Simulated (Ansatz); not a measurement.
Input and output of a self-consistent single point for Rb (Im-3m, 1 atom in the cell) (Ansatz, an electronic-structure program).

Method of the run: LDA (PW92), default PAW files made with PBE (plane waves; Ansatz).

```
Rb
1.0
   -2.83347     2.83347     2.83347
    2.83347    -2.83347     2.83347
    2.83347     2.83347    -2.83347
Rb
1
Direct
  0.00000   0.00000   0.00000
```

Reference input (self-consistent single point, DFT, LDA (PW92), plane waves, default PAW files made with PBE): basis.ecutwfc = 420 eV; kpoints.mp_grid.grid = 8 8 8; hamiltonian.xc = lda; hamiltonian.pseudopotentials = {kind: paw} (the program's default PAW files); scf.occupations.method = fermi_dirac; scf.occupations.width = 0.1 eV. This run's input differs from it in these lines:

Ansatz 0.2 input:
```diff
@@ -11,3 +11,3 @@
 kpoints:
-  mp_grid: { grid: [8, 8, 8] }
+  mp_grid: { grid: [18, 18, 18] }
 hamiltonian:
```

Log, with long lists cut:

```
SCF iter   1: F=—  HF=-3170.750955 eV  |F-HF|=—  |Δ(HF+E_count)|=         —  Δρ=2.63e-3  dr2=2.56e-3  ethr=1.77e-3  ⟨swp⟩=7.3  Hψ=14689  notcnv=0
all-band conjugate gradients solve this SCF's bands
preconditioner: auto → Kerker (q_TF=auto, 1.855 Å⁻¹)
SCF iter   2: F=—  HF=-3170.751208 eV  |F-HF|=—  |Δ(HF+E_count)|=   2.53e-4  Δρ=1.36e-3  dr2=7.53e-4  ethr=2.84e-5  ⟨swp⟩=1.9  Hψ=3749  notcnv=0
SCF iter   3: F=—  HF=-3170.751286 eV  |F-HF|=—  |Δ(HF+E_count)|=   7.82e-5  Δρ=1.67e-4  dr2=3.77e-5  ethr=8.37e-6  ⟨swp⟩=2.1  Hψ=2664  notcnv=0
SCF iter   4: F=—  HF=-3170.751312 eV  |F-HF|=—  |Δ(HF+E_count)|=   2.54e-5  Δρ=8.60e-5  dr2=8.20e-6  ethr=4.18e-7  ⟨swp⟩=2.4  Hψ=2660  notcnv=0
SCF iter   5: F=—  HF=-3170.751313 eV  |F-HF|=—  |Δ(HF+E_count)|=   1.33e-6  Δρ=3.46e-5  dr2=2.16e-6  ethr=9.12e-8  ⟨swp⟩=1.8  Hψ=2214  notcnv=0
SCF iter   6: F=-3170.751313 eV  HF=-3170.751313 eV  |F-HF|=4.12e-8  |Δ(HF+E_count)|=   5.79e-8  Δρ=5.51e-6  dr2=7.42e-8  ethr=1.11e-9  ⟨swp⟩=4.3  Hψ=10165  notcnv=0
SCF 1 converged in 6 iterations: F = -3170.751313 eV  dr2 = 7.42e-8
Free energy (F): -3170.751313 eV
Internal energy: -3170.721200 eV  (E = F + TS)
E sigma→0 (E₀):  -3170.736257 eV
Entropy (-TS):   -0.030113 eV (-30.113 meV/atom)
Fermi energy:    1.718488 eV
--- Forces (eV/Å), atoms counted from 1 ---
  atom   1  Rb    -0.00000000    -0.00000000     0.00000000
--- Stress (GPa, compression-positive) ---
       -0.414666       0.000000       0.000000
       -0.000000      -0.414666       0.000000
        0.000000      -0.000000      -0.414666
  P = ⅓ Tr σ = -0.4147 GPa (-4.147 kbar)
  The stress holds the Pulay correction. Without it, at fixed plane waves, as pw.x and ABINIT print it: P = -0.4154 GPa
```

The run converged in 6 iterations. Against the reference run the free energy goes down by 1.9 meV/atom and the pressure stays at -0.41 GPa.

The starting cell has typed, rounded lattice constants, without a prior relaxation at this level. Its lattice was rescaled by up to half a per cent. Ansatz's pressure includes its estimate of the finite-basis (Pulay) stress.
